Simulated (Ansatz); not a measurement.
SnO2 (Pbcn, No. 60, 36 atoms in the cell; start mp-555487; a measured phase of this formula has another space group)

Calculation: LDA in Ansatz (plane waves, PAW).

Settings: plane-wave cutoff 520 eV, 6×6×2 k mesh (along the axes of the cell as run), Fermi–Dirac smearing 0.01 eV, scalar-relativistic PAW data made under PBE.

Cell (relaxed at this level):

```cif
data_O24Sn12
_chemical_formula_sum 'Sn12 O24'
_space_group_name_H-M_alt 'Pbcn'
_space_group_IT_number 60
_space_group_name_Hall '-P 2n 2ab'
_cell_length_a 4.68219
_cell_length_b 5.71953
_cell_length_c 15.82096
_cell_angle_alpha 90.000
_cell_angle_beta 90.000
_cell_angle_gamma 90.000
loop_
_atom_site_label
_atom_site_type_symbol
_atom_site_symmetry_multiplicity
_atom_site_Wyckoff_symbol
_atom_site_fract_x
_atom_site_fract_y
_atom_site_fract_z
_atom_site_occupancy
Sn1 Sn 8 d 0.00271 0.34664 0.08402 1
Sn2 Sn 4 c 0.00000 0.02618 0.25000 1
O1 O 8 d 0.21479 0.07178 0.36174 1
O2 O 8 d 0.22834 0.29919 0.19455 1
O3 O 8 d 0.28988 0.12368 0.02910 1
```

| Item | Result |
|---|---|
| band gap | 1.40 eV |

Spin–orbit coupling is not included.

A start named mp-… is a Materials Project structure, which need not be a measured phase.

Ansatz is a first-principles code.
